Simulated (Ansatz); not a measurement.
Start from Te (space group P3_121, No. 152; made of chains).

```yaml
crystal:
  lattice:
    - [4.62412, 0.00000, 0.00000]
    - [-2.31206, 4.00460, 0.00000]
    - [0.00000, 0.00000, 5.90339]
  atoms:
    - { symbol: Te, position: [0.25335, 0.00000, 0.33333] }
    - { symbol: Te, position: [0.00000, 0.25335, 0.66667] }
    - { symbol: Te, position: [0.74665, 0.74665, 0.00000] }
```

Cartesian axes are those of the cell as printed.

The values are results of r2SCAN/PAW in Ansatz (an electronic-structure program), no spin-orbit coupling, not measurements.

It is then changed as follows: tensor shear ε_xz = −2.17 % (engineering shear γ = -0.0434), atoms relaxed at fixed cell.

Predict the stress tensor and what it implies for the stiffness.

Stress of the strained cell less that of the base (GPa, compression positive):
```
   0.15    0.35    1.00
   0.35    0.05    0.10
   1.00    0.10    0.10
```

Then −Δσ/γ with γ = 2ε = -0.0434 gives secant stiffness values (nonlinear terms included at this strain): C55 ≈ 23 GPa.

As a check, the harmonic strain energy −½ V₀ Δσ:ε is 4.9 meV/atom; the computed energy rise is 4.9 meV/atom.

Whether these cells are dynamically stable was not tested. No dispersion term is included, though the crystal is made of layers, chains or molecules, so its spacings can come out too wide.
